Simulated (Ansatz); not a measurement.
# CrI3: non-magnetic

Take CrI$_{3}$ in the BiI3 type structure (space group R-3, No. 148; a = 6.892 Å, c = 19.898 Å (hexagonal axes); ferromagnetic; layered, stacked along the Cartesian z axis) as the base.

Perturbation: spin polarisation is switched off and the cell is relaxed again.

Level of theory: r2SCAN+rVV10 (Ansatz, an electronic-structure program, PAW, without spin-orbit coupling). Settings: 8×8×8 k-points, 0.05 eV Fermi–Dirac smearing, for the changed cell.

```csv
quantity,base,changed,shift
volume per atom,34.11 Å³,32.37 Å³,-1.731 Å³
lattice parameter a,13.024 bohr,12.892 bohr,-0.132 bohr
c/a ratio,2.887,2.825,-0.062
"space group (of the atoms, moments ignored)",R-3 (No. 148),R-3 (No. 148),–
shortest interatomic distance,5.155 bohr,5.023 bohr,-0.1327 bohr
energy relative to the base (σ→0) (to 0.01 eV only: unlike meshes or grids),0.00 eV/atom,+0.63 eV/atom,+0.63 eV/atom
band gap,1.32 eV,zero,–
```

Final structure:

```
CrI3
1.0
    3.41119     1.96945     6.42519
   -3.41119     1.96945     6.42519
    0.00000    -3.93890     6.42519
Cr I
2 6
Direct
  0.33328   0.33328   0.33328
  0.66672   0.66672   0.66672
  0.07819   0.71797   0.44002
  0.44002   0.07819   0.71797
  0.71797   0.44002   0.07819
  0.92181   0.28203   0.55998
  0.55998   0.92181   0.28203
  0.28203   0.55998   0.92181
```

Cost of the whole job for the changed cell (relaxation, final SCF and bands): very roughly 23 core-minutes.

The magnetic state is the one reached from the starting moments; the real material's order can differ, and small cells can't hold many antiferromagnetic ones. Spin-orbit coupling, missing from the scalar runs, can matter with I. Stability against distortions was not tested. Spin-polarised in the final run: base; the other runs are not. The zero or small gap of CrI3 can change with the level of theory.
